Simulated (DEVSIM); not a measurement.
System: Ru/HfO2/n-GaSb capacitor, at 300 K.

Layer 1 from the left is HfO2, thickness (nm) 5.20. Layer 2 from the left is GaSb, thickness (nm) 12000, Nd (cm⁻³) 2.7e15.

Metal gate on the left, work function 4.7 eV. Fixed charge at the semiconductor interface -2.8e10 cm⁻² (in units of +e); no interface traps.

Constants are typed, rounded textbook-type inputs, not results; the design itself was drawn at random and stands for no fabricated device. Values at 300 K.

HfO2: gap (eV) 5.7, affinity (eV) 2.5, permittivity 22. GaSb: gap (eV) 0.726, affinity (eV) 4.06, permittivity 15.7, Nc (cm⁻³) 2.1e17, Nv (cm⁻³) 1.8e19.

Model (solved in DEVSIM): 1D Poisson equation in equilibrium, Boltzmann statistics, complete ionisation; no quantum confinement or tunnelling. Metal contacts follow the ideal Schottky-Mott rule: no Fermi-level pinning, no interface dipoles.

What does the simulation give for the flat-band voltage, the minimum of the low-frequency capacitance?

flat-band voltage 0.53 V; minimum of the low-frequency capacitance 0.0341 μF/cm².
